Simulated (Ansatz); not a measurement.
Take CdS in the zinc blende structure (space group F-43m, No. 216; a = 5.824 Å) as the base. Axes: x, y, z lie along the cube axes.

All numbers come from PBEsol (Ansatz, a first-principles code), no spin-orbit coupling.

Before the change:

```
Property                Value
-------------  --------------
Electron mass  0.11 mₑ (at Γ)
```

Perturbation: the cell is stretched by 1.50 % along z with no lateral relaxation; the atoms relax in the strained cell.

### Question
What does the calculation give for the stress after the change?

### Answer
The stress (xx, yy, zz, yz, xz, xy; compression positive) is (-0.78, -0.78, -1.10, 0.00, 0.00, 0.00) GPa.

### Question
How does this affect the electron mass?

### Answer
The electron mass is still 0.11 mₑ (at Γ).

### Question
What does the calculation give for the energy relative to the base after the change?

### Answer
The energy rises by 1.3 meV/atom.

The levels and masses belong to the bands next to the band gap. Masses are band curvatures over ±0.01 Å⁻¹ around the edge. Whether these cells are dynamically stable was not tested.
